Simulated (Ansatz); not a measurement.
An ideal cubic perovskite cell is held by its symmetry; such compounds can tilt or shift off centre at room temperature. The starting structures come from a database of crystals and need not be the phases stable at ambient conditions.

 Where the default PAW files enter, the runs use the earlier of Ansatz's two default sets.

## Evanescent states of CsSrF$_{3}$ (Pm-3m, cubic perovskite, not sure to be the ambient phase, 5 atoms a cell, 21.6 Å³ an atom) along the normal of (001)

All values below come from r2SCAN (plane waves, PAW; Ansatz, a first-principles code).

The gap is the functional's own, uncorrected, and κ follows it; spin-orbit coupling is left out. Mid-gap values are interpolated between the computed energies.

Energies count from the valence-band top; κ is the least over a 6×6 mesh across the current.

| E (eV) | κ (1/Å) | where |
|---|---|---|
| 0.16 | 0.150 | Γ |
| 0.48 | 0.246 | Γ |
| 0.80 | 0.304 | Γ |
| 1.12 | 0.345 | Γ |
| 1.44 | 0.377 | Γ |
| 1.76 | 0.402 | Γ |
| 2.08 | 0.422 | Γ |
| 2.40 | 0.438 | Γ |
| 2.72 | 0.450 | Γ |
| 3.04 | 0.459 | Γ |
| 3.36 | 0.464 | Γ |
| 3.68 | 0.466 | Γ |
| 4.00 | 0.464 | Γ |
| 4.32 | 0.457 | Γ |
| 4.64 | 0.446 | Γ |
| 4.96 | 0.430 | Γ |
| 5.28 | 0.409 | Γ |
| 5.60 | 0.383 | Γ |
| 5.92 | 0.350 | Γ |
| 6.24 | 0.310 | Γ |
| 6.56 | 0.258 | Γ |
| 6.88 | 0.184 | Γ |

Q: How thick must the barrier be to attenuate the transmission by 10^6 when the electrodes' Fermi level lies at 4.00 eV, and what attenuation does that film give at 6.88 eV?

A: d = 6 ln 10 / (2 × 0.464) = 14.9 Å. At 6.88 eV it gives 6 × 0.184/0.464 = 2.4 decades.
